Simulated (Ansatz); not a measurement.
Take SiO2 in the CdI2 type structure (space group P-3m1, No. 164; a = 2.670 Å, c = 4.542 Å; a hypothetical phase, not in the database extracts checked; layered, stacked along the Cartesian z axis) as the base.

Level of theory: plane-wave PAW DFT at the r2SCAN+rVV10 level (Ansatz, an electronic-structure program, 500 eV), no spin-orbit coupling.

For the base:

| Quantity | Value |
|---|---|
| Gap between the host's bands | 7.21 eV |

Now apply this change: electron doping at 1.0×10^21 cm⁻³ (0.0280 per cell), with a uniform compensating background at fixed cell and a 300 K Fermi–Dirac width.

Question: What does the calculation give for the Fermi level from band edge after the change?

Answer: The Fermi level relative to the doped band's edge (positive inside the band; to 0.05 eV) amounts to +0.70 eV.

Question: Estimate the effect on the gap between the host's bands.

Answer: The gap between the host's bands shrinks by 0.03 eV, from 7.21 eV to 7.18 eV.

Carriers are added with a uniform compensating background; total energy and stress of such cells depend on the potential's zero and are not compared; many-body gap narrowing is missing at this level. No phonon test of stability was made.
